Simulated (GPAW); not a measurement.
GPAW run on Cr3Ni (I4/mmm, 4 atoms in the cell): self-consistent single point.

Method: PBEsol, GPAW PAW datasets PBEsol (made by gpaw-setup) (plane waves; GPAW).

The change in words: lattice scaled by 0.98. Reference geometry:
```
CELL_PARAMETERS angstrom
     -1.79118     1.79118     3.56944
      1.79118    -1.79118     3.56944
      1.79118     1.79118    -3.56944
ATOMIC_POSITIONS crystal
  Cr 0.50000 0.50000 0.00000
  Cr 0.75000 0.25000 0.50000
  Cr 0.25000 0.75000 0.50000
  Ni 0.00000 0.00000 0.00000
```
Moments meant for the start (each program seeds them in its own way; μB, in the order of the atoms Cr Cr Cr Ni): 3.0 0.0 0.0 0.0.

Reference input (self-consistent single point, DFT PBEsol, plane waves, GPAW PAW datasets PBEsol (made by gpaw-setup)): spinpol = true; mode = pw; ecut = 800 eV; xc = PBEsol; kpts = 7 7 7; mesh shift (steps) = 0 0 0; occupations.name = methfessel-paxton; occupations.width = 0.272 eV; occupations.order = 0; nbands = -10; convergence.forces = 0.001 eV/Å; symmetry.symmorphic = false. This run's input differs from it in these lines:

```diff
@@ -5,5 +5,5 @@
 atoms = Atoms(['Cr', 'Cr', 'Cr', 'Ni'],
-              cell=[[-1.791176, 1.791176, 3.569438],
-                    [1.791176, -1.791176, 3.569438],
-                    [1.791176, 1.791176, -3.569438]],
+              cell=[[-1.755352, 1.755352, 3.498049],
+                    [1.755352, -1.755352, 3.498049],
+                    [1.755352, 1.755352, -3.498049]],
               scaled_positions=[[0.500000, 0.500000, 0.000000],
```

Output (repeated stretches shortened):

```
     iter     time        total  log10-change:         magmom
                         energy   eigst   dens  force
iter:   1 --:--:--   -50.485569                          +2.9927
iter:   2 --:--:--   -41.253895   -0.29  -0.92           +1.4477
iter:   3 --:--:--   -39.316197   -0.72  -1.08           +0.7751
iter:   4 --:--:--   -38.765010   -0.87  -1.17           +0.4717
iter:   5 --:--:--   -37.680188   -0.85  -1.29           +0.3885
   [... 2 lines left out ...]
iter:   8 --:--:--   -37.810868   -1.07  -1.52           +0.3536
iter:   9 --:--:--   -37.627168   -1.76  -1.76           +0.3454
   [... lines left out ...]
iter:  21 --:--:--   -37.600124c  -5.06  -3.71           +0.0398
iter:  22 --:--:--   -37.600109c  -5.60  -3.74           +0.0333
iter:  23 --:--:--   -37.600086c  -5.90  -3.83           +0.0330
iter:  24 --:--:--   -37.600087c  -6.21  -4.07c          +0.0332
iter:  25 --:--:--   -37.600100c  -6.49  -4.26c          +0.0332
iter:  26 --:--:--   -37.600098c  -7.07  -4.70c          +0.0332
iter:  27 --:--:--   -37.600096c  -7.20  -4.78c          +0.0331
iter:  28 --:--:--   -37.600097c  -7.63c -5.04c          +0.0332
iter:  29 --:--:--   -37.600097c  -7.90c -5.25c -16.55c   +0.0331
Converged after 29 iterations.

Dipole moment: (0.000000, -0.000000, 0.000000) |e|*Ang

Total magnetic moment: (0.000000, 0.000000, 0.033097)
Local magnetic moments:
   0 Cr ( 0.000000,  0.000000,  0.032747)
   1 Cr ( 0.000000,  0.000000, -0.004246)
   2 Cr ( 0.000000,  0.000000, -0.004246)
   3 Ni ( 0.000000,  0.000000,  0.006407)

Energy contributions relative to reference atoms: (reference = -126991.961163)

Kinetic:        -31.312514
Potential:      +17.602347
External:        +0.000000
XC:             -24.544518
Entropy (-ST):   -0.194367
Local:           +0.751772
SIC:             +0.000000
--------------------------
Free energy:    -37.697280
Extrapolated:   -37.600097

Spin contamination: 0.009598 electrons
Showing only first 2 kpts
                      Up                     Down
   [... lines left out ...]
Fermi level: 11.13086
No gap
   [... lines left out ...]
Energy (eV): -37.600097

Forces in eV/Ang:
  0 Cr    0.00000    0.00000    0.00000
  1 Cr   -0.00000   -0.00000    0.00000
  2 Cr   -0.00000    0.00000    0.00000
  3 Ni    0.00000    0.00000    0.00000

Stress tensor:
    -0.044943     0.000000     0.000000
     0.000000    -0.044943     0.000000
     0.000000     0.000000    -0.042025
Stress (GPa, Voigt): [-7.2006 -7.2006 -6.7331  0.      0.      0.    ]
```

The run converged in 29 iterations. GPAW prints stress with tension positive. Against the reference run the free energy drops by 3.0 meV/atom, the pressure goes from -8.23 to 7.04 GPa and the size of the net moment goes from 0.11 to 0.01 μB/atom.

The starting cell comes from a database of computed structures (which also holds hypothetical and non-ambient phases and stackings), without a prior relaxation at this level. Its lattice was rescaled by a random factor within 2.5 % of one. For this run, on top of that: lattice scaled by 0.98. The starting moments vanished: the run ended non-magnetic, which need not be the lowest state. With a pressure of about 7 GPa the cell is away from its equilibrium volume at this level.

Cost on one core of a shared machine: roughly 3 min.
